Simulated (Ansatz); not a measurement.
Base system: ZnInGaO4 (space group R3m, No. 160).

```
CELL_PARAMETERS angstrom
      1.65535     0.95571     8.58736
     -1.65535     0.95571     8.58736
      0.00000    -1.91143     8.58736
ATOMIC_POSITIONS crystal
  In 0.99693 0.99693 0.99693
  Ga 0.21290 0.21290 0.21290
  Zn 0.78126 0.78126 0.78126
  O  0.13651 0.13651 0.13651
  O  0.87897 0.87897 0.87897
  O  0.28863 0.28863 0.28863
  O  0.70480 0.70480 0.70480
```

Cartesian axes are those of the cell as printed.

Level of theory: DFT with r2SCAN, PAW potentials and a 500 eV plane-wave cutoff in Ansatz (an electronic-structure program), without spin-orbit coupling.

Strains are applied to the cell and any free atomic positions relax; under biaxial strain the out-of-plane vector relaxes too.

One change was made to it. Results:

| quantity | base | after |
|---|---|---|
| valence-band top at Γ (three highest levels, from the VBM) | 0.00, 0.00, -0.60 eV | 0.00, 0.00, -0.74 eV |
| pressure (mean of the normal stresses, compression positive) | 0.00 GPa | 8.80 GPa |

Q: Which of these changes matches the shifts?
(A) biaxial strain −1.21 %, plane normal [001], relaxed out of plane
(B) isotropic strain +2.22 %
(C) biaxial strain −3.73 %, plane normal [001], relaxed out of plane

A: C, biaxial strain −3.73 %, plane normal [001], relaxed out of plane. For comparison, the valence-band top at Γ in the other runs: isotropic strain +2.22 % gives 0.00, 0.00, -0.46 eV; biaxial strain −1.21 %, plane normal [001], relaxed out of plane gives 0.00, 0.00, -0.64 eV.

The levels and masses belong to the bands next to the band gap. No phonon test of stability was made.
